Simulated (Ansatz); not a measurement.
Cell and atoms of amorphous Si72O150H12:

```xyz
234
Lattice="15.0047 0.3046 -0.2672 0.3046 15.2711 0.2423 -0.2672 0.2423 14.7625" Properties=species:S:1:pos:R:3 pbc="T T T"
Si     9.3951     8.1658     9.5949
Si    11.7582     1.1338    12.1874
Si    13.5556     9.5893    11.4625
Si     3.4971    10.6361     0.1658
Si     4.8119    11.7129     9.2443
Si    14.3984     8.6447     8.7769
Si     0.1503    12.4944     6.9565
Si     2.0095     7.3828     7.9598
Si    10.1161    12.1974     9.0123
Si    11.6154     8.1557     7.6367
Si     5.0200    13.2269     0.6086
Si    12.1863    13.2353     2.9779
Si     4.2515     8.0714     5.6948
Si     6.6595     4.8630     1.7586
Si     9.9453     3.4626    13.1472
Si     0.6545    13.7823     9.7647
Si    10.4834     9.2157    12.2404
Si    13.4867     7.0794    12.9304
Si     1.8888     0.7262     6.4045
Si     9.4638     2.6379     4.2565
Si     2.4392     9.0578    12.7429
Si     5.6435    14.5566     3.1956
Si     3.6977     5.2471     0.6829
Si     7.4858    10.3407     9.4747
Si    14.0019     1.7655    14.3276
Si    11.1159     5.9942     2.4791
Si     7.4202    15.0078     0.8687
Si     1.9538     3.5951    11.4395
Si    14.6982    14.8088     2.0077
Si     8.5931    10.1355     3.0798
Si    14.7366     5.8891     6.2718
Si     8.2688     7.1470     2.7232
Si     6.1412    15.2709     7.6739
Si     6.6062     3.4761     4.6086
Si    11.0741     9.7657     5.1797
Si    11.5980    15.5141     4.9678
Si     2.4141     8.0536     0.7827
Si     3.1074    12.8827     6.7438
Si    10.6604    11.6786    13.6644
Si    13.1699     7.7014     4.1855
Si     0.6233    12.8692    14.8749
Si     0.8809     4.6812     3.9257
Si     0.9811    15.3292    13.1516
Si     4.4003     4.4537    12.6352
Si    12.4212    11.7830     7.1196
Si     9.5199    12.6904     1.3202
Si     3.5446    14.1579    12.6583
Si     6.4946    10.0622     5.2862
Si     7.3390     5.0542     7.2028
Si    11.6908     7.7960     0.1798
Si     0.4682     6.8384     2.8928
Si     7.7015     0.5765     9.5949
Si     7.1240     7.3829     5.6572
Si    11.2139    14.3838     7.6448
Si    10.8786     3.1933     1.5013
Si    14.4064     4.2781    12.8826
Si    13.1747    11.6964    13.5600
Si    13.8436     0.9557    10.2548
Si     5.5881    14.4393    10.4075
Si    11.9826     5.0343    11.2986
Si     5.8008    12.8997     5.6298
Si     3.0106     6.3960    10.8850
Si     7.5685     6.0137     9.8485
Si     6.2083     8.4535    11.2724
Si     2.4619    11.5820    11.1497
Si     8.4595     3.3993     9.4334
Si    10.8115    14.5743    10.4180
Si     1.1476     1.3826     9.2442
Si     4.4483     1.4499     5.0273
Si    14.6738    15.2702     4.9457
Si    12.2318     5.1590     8.0112
Si     6.9754     3.0501    14.1039
O      8.0673     6.3264     6.4598
O      0.1509     4.4776     5.4191
O     12.8781     0.6842     4.7032
O      5.3219     1.1217     6.3882
O      5.1524     2.7682     4.4018
O      6.0697    10.7688     8.7419
O      9.4815     8.5243    11.1921
O     14.5078     5.8557    13.2750
O      0.3720     0.6172     5.8312
O     14.0733    11.5686     7.0172
O      1.6975    12.0324     6.5946
O      2.7822    14.4805     6.8987
O     10.6251     3.5664    -0.0639
O      3.1579     7.9956     6.9501
O      3.6111    10.0144    13.5329
O     12.3209     9.0647     4.4333
O      7.4592     6.2869     1.5708
O     12.8187     1.0025    13.4220
O      7.4753     2.1563     9.8298
O     13.8629    10.9898    12.2971
O     14.0578     1.0154     1.0938
O      8.8161    14.1660     1.1530
O     14.3277     7.1924     9.5274
O      8.1906     9.0040     8.8490
O      9.9608    10.7677    12.5446
O      3.7744    14.1314    14.2639
O     14.2321    12.2971    14.5800
O     10.2133     1.2023     4.0113
O      4.8934     8.4371    10.2864
O      8.2881     3.9172     7.8805
O      9.4849    15.4504    10.3437
O      0.8817     8.5432     8.3686
O      1.5484     8.5720    14.0237
O     12.4037     1.5481    10.7422
O      2.4432    15.3312    12.5120
O     14.7699     1.1423    11.5703
O      2.4879     4.3518     1.1707
O     14.2575    14.5987    10.2158
O      6.8865     4.4220     3.3081
O      6.4980    13.8178     0.1833
O     13.8225     7.0585     5.5485
O      7.3393     7.2153     4.0538
O     10.4962     1.9824    12.6883
O      4.7868    11.5928     0.5342
O     11.5949     1.7725     1.6596
O     12.3789    13.4074     7.0881
O      6.1733    13.8595     6.8838
O      8.6047     8.7025     2.2590
O      4.4837     0.2861     3.8836
O      3.9373    12.3399     8.0355
O      6.5884    11.5269     5.9747
O     11.5898     6.5526     7.4603
O      8.7017    11.4613     9.3357
O      7.8556     2.4016     4.5534
O      6.7700    15.3783     2.3276
O      7.0150     7.0628    10.9471
O      1.5497     6.2837     4.0325
O     14.8083     5.6353     2.4890
O      1.1212     7.6582     1.6648
O      1.0950     6.2013     7.2530
O     10.0029     2.9329     9.5715
O     14.6056    13.7194     5.4648
O     11.5464    14.0468     4.2431
O      1.8989    11.8727    14.8591
O      7.0416     9.8743    10.9890
O     10.4634     8.4396    13.6667
O     14.3726     8.1926     3.2081
O      0.5613    13.7764    13.5088
O      0.7569    13.5872     1.4260
O      0.3119    14.8467     3.7182
O      9.6318     6.3218     3.0727
O      5.5753    12.8469    10.1255
O      8.3205     3.3236    13.2084
O      7.4529     8.9527     6.0256
O      9.4078     2.9594     2.3863
O      2.8904     1.5701     5.4509
O      7.3453     3.6597     0.7840
O     14.4924     1.8134     9.0291
O     11.4335    11.3583     8.4132
O      3.1273     9.4753     1.2566
O      2.8228     6.8498     9.3015
O      3.6151     7.6863     4.2799
O     12.0419     5.0913     9.6655
O      7.0757    14.9386    10.8064
O     11.8907    12.7679    13.0591
O     10.7058     8.8121     6.4425
O     13.9285     3.3731    14.1763
O      4.7347    14.7351    11.7397
O     14.2583     8.3158    12.1871
O      3.4187     3.2618    12.0831
O      0.2553    13.4768     8.2399
O     14.1266     9.7618     9.9570
O     11.5164     4.4168     2.3229
O     13.2210     4.0679    11.7691
O      5.1058     4.9367     1.4533
O      6.4972     4.2899     6.0254
O      4.6891    13.7597     2.1172
O      1.7166    15.0445     9.8550
O     13.2401    14.1125     2.0968
O      1.7590     2.5293    10.2148
O     11.0799     6.4944     0.9171
O      7.6538    15.5414     8.2599
O     10.9713    12.8964     1.9644
O     10.5816    12.9503    10.4228
O      7.1172    10.2677     3.7744
O      1.8111     3.5379     3.4126
O      5.1582    15.2048     9.0100
O     13.8364     5.2404     7.5255
O      4.4086     5.6047    11.3958
O      9.5569    12.4161    14.5356
O     11.6880    14.9899     9.0998
O      4.9393     9.5659     5.4416
O      8.7540    11.4613     2.0944
O     12.1972     6.6134     3.4929
O     10.8559     8.5289     9.0213
O      4.1634    12.7020     5.5009
O     11.4974    14.8723    11.9348
O      3.5118     6.8793     0.8102
O     11.9671    10.8727    14.3345
O      5.5540     7.1147     6.0696
O     10.2140     3.7199     5.0773
O      5.7533     3.6552    13.1879
O     12.8944     7.6929    14.3182
O      9.0351     6.6042     9.3703
O      3.7218     5.2486    13.8536
O     11.9454     9.3983    11.5535
O      1.2761    12.4218    10.3966
O     11.0227    15.5013     6.5149
O      6.5937     5.7571     8.5286
O      3.1139    12.6495    12.2122
O      2.7434     7.7171    11.8587
O      5.8272     8.3939    12.8418
O      3.6663    11.0311    10.1939
O      6.3521    13.4769     4.2007
O     12.9838    11.8786     3.3694
O     10.5977     4.5184    12.0708
O      7.9288     4.5575    10.4747
O     11.4533     3.8716     7.4172
O     12.2827     6.5127    11.9564
O      9.8838    13.4387     7.9408
O     11.7035    11.1724     5.7816
O      0.7919     3.3983    12.5663
O      1.7805     1.5978     7.7790
O      0.5006     0.9345    14.2556
O     13.1323     8.8019     7.7149
O      9.8181    10.1196     4.2000
O      6.9514     1.4110    14.5323
O     11.7490     8.8611     1.4144
O      1.8822     5.1820    11.0135
O      1.7725    10.2428    11.8053
H     11.0009     3.8420     6.4915
H     12.5611     1.6208     1.5679
H     12.8040    11.4919     4.2430
H     12.2654     9.6716     1.3003
H      5.3174     9.1313    13.2264
H     10.5568     3.1843     8.7849
H      8.5503     3.1299     1.9019
H     11.7771    13.7183    12.5617
H      4.9957     8.0818     9.3906
H     14.4474     6.3924     8.9801
H      2.2445     3.9572     2.1605
H      2.8538     7.0361     4.2367
```

Computed with PBE, scalar-relativistic without spin-orbit coupling (plane waves to 420 eV, PAW; Ansatz, an electronic-structure program).

The cell was made by melting and quenching with the CHGNet potential and then relaxed with DFT. O atoms were pushed apart under 1.9 Å during the dynamics, to hinder bonds among them. The hot cell started wider than the set density and was brought back towards it in steps. It is the lowest in DFT energy of 8 quenches. It is a model cell: composition and starting density were chosen by hand, and all elements were melted together. No dispersion term was used. Its density started from a set value of 2.15 and ended at 2.18 g/cm³. The quench (nominally 780 K/ps over its main leg) was far faster than any real one, so the model tends to hold more defects than a real film. One small periodic cell is one sample of the glass; other quenches scatter about these values. Volume and shape were free in the relaxation.

Bonds are counted up to Si-Si 2.60 Å, Si-O 1.96 Å, Si-H 1.70 Å, O-O 1.58 Å, O-H 1.22 Å, H-H 0.90 Å. Two cations that share two anions don't count as bonded, nor two that share one unless they lie closer than Si-Si 2.38 Å.

**Question.** Give the coordination numbers, mean bond lengths and angles.

**Answer.** 
- Mean coordination of Si by anions: 4.00 (72 with 4)
- Mean coordination of O: 2.00 (2 with 1, 146 with 2, 2 with 3)
- Mean coordination of H: 1.00 (12 with 1)
- Mean Si-O bond: 1.640 Å (spread 0.030 Å, 288 counted)
- Mean O-H bond: 1.003 Å (spread 0.041 Å, 12 counted)
- Bond angle at Si: mean 109.4°, spread 5.5°
- Bond angle at O: mean 135.4°, spread 16.2°

**Question.** Which atoms depart from the most common coordination of their element?

**Answer.** O147 has 3 (H229 1.00 Å, Si55 1.73 Å, Si20 1.90 Å); O157 has 3 (H230 1.08 Å, Si57 1.75 Å, Si39 1.75 Å); O178 has 1 (Si42 1.56 Å); O193 has 1 (Si20 1.55 Å).

**Question.** List the pairs of like atoms that count as bonded by the rules above.

**Answer.** There are none by these rules.
